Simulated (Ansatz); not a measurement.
Cell and atoms of amorphous selenium (Se$_{84}$):

```xyz
84
Lattice="13.4411 0.0000 0.0000 0.0000 13.4411 0.0000 0.0000 0.0000 13.4411" Properties=species:S:1:pos:R:3 pbc="T T T"
Se    10.3525     8.9060     6.1148
Se    12.0268     4.3899    10.6468
Se    12.0212     6.6393     0.6313
Se     1.4908     6.8176    11.1869
Se     8.1784    11.3160     9.9030
Se     1.8754     3.2969     5.9998
Se    12.9082     8.4361     1.8630
Se     7.4870    12.9438     5.0511
Se    11.4413     3.1720     3.4977
Se     5.5585     8.9006     0.9859
Se     2.6932     1.0505     0.4514
Se    12.9223    12.3254     0.8058
Se     9.9269     4.6722    11.9467
Se    11.2321    12.1697     4.9407
Se     7.5030     2.2887    10.3587
Se     0.4566     8.6479    10.1644
Se     7.4443    10.1278     1.8358
Se     0.8584     1.7254     8.5643
Se    10.3738    11.8697     2.6068
Se     1.0731     9.5534     0.2656
Se     0.8512    12.2834     2.6818
Se     7.1252     5.9966     5.9545
Se     3.9627     4.2131     0.9112
Se     7.7090     4.2094     9.1989
Se     5.5812     5.7947    11.5008
Se    11.0555     1.9697     1.5246
Se     2.1851     8.6247     6.6824
Se     2.4203     2.3836    10.2332
Se     5.1043     9.4265     9.6850
Se     0.8038     6.0648     3.3249
Se    12.5254    11.8972     8.5230
Se     8.2739     8.2834     7.4905
Se     2.4222    11.2227    11.9661
Se    12.7731     1.6902     4.8077
Se    10.1489     9.5843    12.7221
Se     9.2964     0.4019     2.0067
Se     5.5459    10.8714     7.8294
Se     1.2879    12.7974     8.4667
Se     1.7825     4.9628     0.3517
Se     5.3198     7.1688     2.5241
Se     6.9832     5.5139     1.5501
Se     4.2508     1.0479     4.1084
Se     6.0890     4.3906     4.3375
Se     9.1912     7.4059     9.4718
Se     2.1841     9.7227     8.9207
Se     4.8587    12.9930    10.3888
Se    13.1610     2.5772    11.6580
Se     8.3643     1.7874     5.6127
Se    13.0623     6.2759     5.3700
Se     2.6661     7.9458    13.0089
Se     0.2379     3.1190     0.4647
Se     6.0041     9.8557     5.7375
Se     4.2469    12.8265     0.6966
Se     5.0277     3.6669    12.2966
Se     4.4725     1.5980     9.2457
Se     4.0363     3.5946     6.9600
Se     1.1216    13.0255    12.3676
Se     6.2189    13.3553     3.1702
Se    11.9190     8.5209     7.8624
Se     9.2985     8.7671     1.4043
Se     5.1283     7.0514     6.6711
Se     1.0466     1.1776     3.2219
Se     8.9153     0.1297     7.9685
Se    12.5135    10.2872     4.9463
Se    10.5395     1.8276     8.7036
Se     7.2964     9.3112    10.8760
Se     9.0975     2.5508    12.3031
Se     5.9105    13.3990    12.4612
Se     2.1980     4.0365     3.7440
Se     8.6983    12.5276    11.9256
Se     4.0028    13.3487     6.0877
Se     8.0985     3.2890     3.7832
Se     9.6480     3.6620     7.6311
Se     3.9699    10.3036     4.1300
Se     2.5106    11.5166     5.6745
Se    11.2971     7.6062    11.9844
Se     4.1236     5.5472     8.2818
Se     9.7349    11.4489     7.1374
Se    12.0681    11.3293    10.8014
Se    11.0989     6.3303     8.3472
Se     1.4534     6.3544     6.8954
Se    10.9292    13.3068    11.4986
Se     2.7319     8.3579     3.7954
Se     7.5033     6.3943    12.9034
```

Calculation: PBE-D3(BJ), scalar-relativistic without spin-orbit coupling, PAW (Ansatz default set, large-core Se) (plane waves to 420 eV; Ansatz, an electronic-structure program).

A CHGNet melt-quench gave the starting glass, which DFT then relaxed. The hot cell started wider than the set density and was brought back towards it in steps. It is the lowest in DFT energy of 4 quenches. It is a model cell: composition and starting density were chosen by hand, and all elements were melted together. The geometry includes D3(BJ) dispersion. Its density started from a set value of 4.16 and ended at 4.54 g/cm³. The simulated quench (nominally 37 K/ps over its main leg) is rapid and tends to freeze in more defects than a deposited or slowly cooled glass has. A cell of this size samples the disorder only roughly. The volume was free in the relaxation, at fixed shape.

Bonds are counted up to Se-Se 2.70 Å.

**Question.** Give the coordination numbers, mean bond lengths and angles.

**Answer.** 
```
Item                                                   Result
-----------------------  ------------------------------------
Mean coordination of Se  1.98 (4 with 1, 78 with 2, 2 with 3)
Mean Se-Se bond          2.404 Å (spread 0.078 Å, 83 counted)
Bond angle at Se                     mean 103.0°, spread 5.0°
```

**Question.** Which atoms depart from the most common coordination of their element?

**Answer.** Se33 has 1 (Se57 2.26 Å; Se20 at 2.76 Å just beyond); Se57 has 3 (Se33 2.26 Å, Se12 2.59 Å, Se11 2.64 Å); Se64 has 1 (Se14 2.28 Å; Se1 at 2.82 Å just beyond); Se74 has 3 (Se83 2.33 Å, Se75 2.45 Å, Se52 2.63 Å); Se78 has 1 (Se63 2.42 Å; Se1 at 2.81 Å just beyond; Se14 at 2.75 Å just beyond); Se83 has 1 (Se74 2.33 Å).
